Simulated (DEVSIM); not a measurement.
Device: Si p+/n-/n+ power diode, at 250 K.

```csv
layer (left to right),material,thickness (μm),Nd (cm⁻³),Na (cm⁻³),τn (s),τp (s)
1,Si,1.80,-,1e18,5.1e-5,5.1e-5
2,Si,21.0,1.5e15,-,5.1e-5,5.1e-5
3,Si,1.10,1.9e18,-,5.1e-5,5.1e-5
```

Left contact: ohmic. Right contact: ohmic. Voltage is applied to the left contact. Recombination: SRH at mid-gap, radiative, Auger. Mobility is constant in doping. Where it depends on doping, it is μmin + (μ − μmin)/(1 + (N/Nref)^α).

The device is made up for the run: typed textbook-type constants, with dimensions and the other settings drawn at random. Values at 300 K; Nc and Nv go as T^1.5, mobilities as T to minus their exponent, the gap by Varshni's rule with the affinity fixed. The table also holds parameters that only a changed run uses.

| parameter | Si |
|---|---|
| gap (eV) | 1.124 |
| affinity (eV) | 4.05 |
| permittivity | 11.7 |
| Nc (cm⁻³) | 2.86e19 |
| Nv (cm⁻³) | 3.1e19 |
| μn (cm²/Vs) | 1417 |
| μp (cm²/Vs) | 470 |
| μn,min | 52 |
| μp,min | 45 |
| Nref,n | 9.7e16 |
| Nref,p | 2.2e17 |
| αn | 0.68 |
| αp | 0.72 |
| T exponent of μn | 2.3 |
| T exponent of μp | 2.2 |
| B (cm³/s) | 4.7e-15 |
| Cn (cm⁶/s) | 2.8e-31 |
| Cp (cm⁶/s) | 9.9e-32 |
| Varshni α (eV/K) | 0.000473 |
| Varshni β (K) | 636 |

Simulated with DEVSIM: 1D drift-diffusion, Boltzmann statistics, complete ionisation; no tunnelling, impact ionisation, image-force lowering or self-heating.

Base results: dark forward voltage at 1 A/cm² (V) 0.768; dark forward voltage at 100 A/cm² (V) 0.878.

Task: What follows from this one change: thickness of layer 1 1.8 → 3.1 μm?

Result: dark forward voltage at 1 A/cm² 0.768 → 0.777 V; dark forward voltage at 100 A/cm² 0.878 → 0.885 V.

Task: What follows from this one change: doping-dependent mobility in place of the constant one?

Result: dark forward voltage at 1 A/cm² 0.768 → 0.802 V; dark forward voltage at 100 A/cm² 0.878 → 0.907 V.
